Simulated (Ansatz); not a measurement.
Input and output of a self-consistent single point for Sn (I4_1/amd, 2 atoms in the cell) (Ansatz, a program for electronic structure)

Method: PBE (plane waves, PAW; Ansatz).

Input:

Ansatz 0.2 input:
```yaml
# Sn
crystal:
  lattice:
    - [-2.923745, 2.923745, 1.594770]
    - [2.923745, -2.923745, 1.594770]
    - [2.923745, 2.923745, -1.594770]
  atoms:
    - { symbol: Sn, position: [0.250000, 0.750000, 0.500000] }
    - { symbol: Sn, position: [0.000000, 0.000000, 0.000000] }
basis:
  ecutwfc: 30.9 Ry
kpoints:
  mp_grid: { grid: [12, 12, 12] }
hamiltonian:
  xc: pbe
  pseudopotentials: { kind: paw }
scf:
  occupations: { method: gaussian, width: 0.0073 Ry }
output:
  forces: true
  eigenvalues: true
  stress: true
```

Log, with long lists cut:

```
WARN ansatz: RAYON_NUM_THREADS=1 ignored (pool sized by the plan → 1); use --threads N
Pseudopotentials: kind: paw
Pseudopotential: Sn, paw, valence charge 14
Crystal: 2 atoms, lattice volume = 54.530 Å³
Basis set: ecut = 420.4159175005146 eV, 1109 PW (Γ), exchange–correlation on 60×60×60 points (8 copies of the dense FFT grid, shifted against one another)
Bands: 18, of which v1, the nominal top of the filled ones, is band 14 counted from 1 (13 counted from 0)
Symmetry: 16 space group operations
Space group: I41/amd (ITA 141), of the structure as read, at distance tolerance 3.8e-5 Å
k-points: 163 of 1728
Initial density: superposition of atomic densities (neutral atoms: chi_scale 0, normalization atom), corrected by the library's trained network
Initial wavefunctions: pseudopotential atomic-orbital guess
Eigensolver: davidson
Functional: x = pbe(κ = 0.804, μ = 0.2195149727645171), c = pbe(β = 0.06672455060314922)
SCF iter   1: F=—  HF=-12048.332776 eV  |F-HF|=—  |Δ(HF+E_count)|=         —  Δρ=1.07e-3  dr2=3.44e-4  ethr=1.77e-3  ⟨swp⟩=5.6  Hψ=14592  notcnv=0
all-band conjugate gradients solve this SCF's bands
preconditioner: auto → Kerker (q_TF=auto, 2.441 Å⁻¹)
SCF iter   2: F=—  HF=-12048.331764 eV  |F-HF|=—  |Δ(HF+E_count)|=   1.01e-3  Δρ=6.48e-4  dr2=1.79e-4  ethr=1.23e-6  ⟨swp⟩=2.0  Hψ=6485  notcnv=0
SCF iter   3: F=—  HF=-12048.331755 eV  |F-HF|=—  |Δ(HF+E_count)|=   9.66e-6  Δρ=3.61e-4  dr2=5.55e-5  ethr=6.38e-7  ⟨swp⟩=2.9  Hψ=5252  notcnv=0
SCF iter   4: F=—  HF=-12048.331785 eV  |F-HF|=—  |Δ(HF+E_count)|=   3.01e-5  Δρ=1.52e-4  dr2=7.08e-6  ethr=1.98e-7  ⟨swp⟩=2.0  Hψ=5199  notcnv=0
SCF iter   5: F=—  HF=-12048.331779 eV  |F-HF|=—  |Δ(HF+E_count)|=   5.71e-6  Δρ=5.30e-5  dr2=8.77e-7  ethr=2.53e-8  ⟨swp⟩=2.0  Hψ=4582  notcnv=0
SCF iter   6: F=-12048.331778 eV  HF=-12048.331779 eV  |F-HF|=2.97e-9  |Δ(HF+E_count)|=   5.91e-7  Δρ=4.29e-6  dr2=6.22e-9  ethr=3.57e-10  ⟨swp⟩=3.8  Hψ=13736  notcnv=0
SCF 1 converged in 6 iterations: F = -12048.331778 eV  dr2 = 6.22e-9
SCF converged after 6 iterations
Free energy (F): -12048.331778 eV
Harris-Foulkes:  -12048.331779 eV  (|F-HF|=2.97e-9)
Internal energy: -12048.326911 eV  (E = F + TS)
E sigma→0 (E₀):  -12048.329345 eV
Entropy (-TS):   -0.004867 eV (-2.434 meV/atom)
Fermi energy:    10.670720 eV
--- Per-component energies (eV) ---
  E_band       = -165.835485
  E_kinetic    = 373.407851
  E_local      = -1706.129509  (includes V_loc(G=0)·N_el)
  E_nonlocal   = -64.722070
  E_hartree    = 1067.101494
  E_xc         = -765.295885
  E_vxc        = -192.331836  (∫ρ·V_xc dr)
  E_paw        = -8272.450908  (= ΣΔE_a)
  E_vpaw       = -710.261049  (= ΣTr[D̂ρ^β])
  E_aug_tail   = -0.000001  (compensation charges beyond the density's cutoff)
  E_ewald      = -2680.237883
  E_smearing   = -0.004867  (= −TS)
  E_closure    = 0.000000  (closes the sum)
  Σ components = -12048.331778   (vs F -12048.331778, Δ=0.00e0)
--- Forces (eV/Å), atoms counted from 1 ---
  atom   1  Sn     0.00000000    -0.00000000     0.00000000
  atom   2  Sn     0.00000000    -0.00000000     0.00000000
  max |Σ_I F_I| component: 2.78e-17 eV/Å
--- Stress (GPa, compression-positive) ---
        2.236825       0.000000       0.000000
        0.000000       2.236825       0.000000
        0.000000       0.000000       1.896585
  P = ⅓ Tr σ = 2.1234 GPa (21.234 kbar)
  The stress holds the Pulay correction. Without it, at fixed plane waves, as pw.x and ABINIT print it: P = 2.0908 GPa
--- Band table (eV; the first three rows and the last of 163) ---
  k-point 0: bands = ["-10.9827", "-10.8971", "-10.8581", "-10.8428", "-10.6981", "-10.6981", "-10.6873", "-10.6873", "-10.6013", "-10.4925", "-0.4259", "7.0401", "8.7111", "8.7111", "13.6562", "16.8890", "16.8890", "17.4687"]
  k-point 1: bands = ["-10.9770", "-10.8981", "-10.8534", "-10.8465", "-10.7008", "-10.6948", "-10.6857", "-10.6851", "-10.6046", "-10.4983", "-0.3635", "6.4973", "8.7854", "9.1334", "13.9480", "16.2766", "16.5310", "17.4803"]
  k-point 2: bands = ["-10.9602", "-10.9008", "-10.8565", "-10.8393", "-10.7094", "-10.6865", "-10.6818", "-10.6788", "-10.6145", "-10.5148", "-0.1763", "5.5129", "9.0071", "9.7898", "14.7893", "15.2451", "15.7210", "17.2631"]
  k-point 162: bands = ["-10.9104", "-10.9104", "-10.7187", "-10.7187", "-10.7097", "-10.7097", "-10.6952", "-10.6952", "-10.6828", "-10.6828", "3.1419", "3.1419", "5.8914", "5.8914", "15.6739", "15.6739", "20.0401", "20.0401"]
```

The run converged in 6 iterations.

The starting cell has typed, rounded lattice constants, without a prior relaxation at this level. Its lattice was rescaled by up to half a per cent. Ansatz's pressure includes its estimate of the finite-basis (Pulay) stress.
